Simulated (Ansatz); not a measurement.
**Pressure series in Au**

Take Au in the fcc (Cu type) structure (space group Fm-3m, No. 225) as the base.

Au is taken in the cubic space group Fm-3m (No. 225), the fcc (Cu type) structure, Pearson symbol cF4. Cell: a = b = c = 4.157 Å, α = β = γ = 90.00°. Au on 4a has 12 Au at 2.940 Å (cuboctahedral). (Neighbours: up to the widest gap in distance over summed covalent radii, below 1.35, at either atom.)
(The calculation used a cell of 1 atom; values per cell refer to that cell.)

Cell and atoms are relaxed at each pressure.

Computed with PBE (Ansatz, a first-principles code; PAW; 420 eV plane waves; without spin-orbit coupling).

Notes on the quantities. enthalpy: H = E + PV relative to the base's energy.

```tsv
variant	lattice parameter a	enthalpy
base	4.157 Å	–
pressure −2 GPa	…	-0.23 eV/atom
pressure −1 GPa	…	-0.11 eV/atom
pressure 0.9 GPa	4.148 Å	+0.10 eV/atom
pressure 2.1 GPa	…	+0.23 eV/atom
pressure 4.5 GPa	4.116 Å	+0.50 eV/atom
pressure 9 GPa	4.081 Å	+0.98 eV/atom
pressure 15 GPa	4.042 Å	+1.61 eV/atom
pressure 22.5 GPa	4.001 Å	+2.37 eV/atom
pressure 30 GPa	…	+3.11 eV/atom
```

What belongs in the blanks?


- pressure −2 GPa, lattice parameter a: 4.178 Å
- pressure −1 GPa, lattice parameter a: 4.167 Å
- pressure 2.1 GPa, lattice parameter a: 4.137 Å
- pressure 30 GPa, lattice parameter a: 3.965 Å

Load acts through the strain it causes; cell and atoms are relaxed under it. Stability against distortions was not tested. Competing high-pressure phases were not computed.
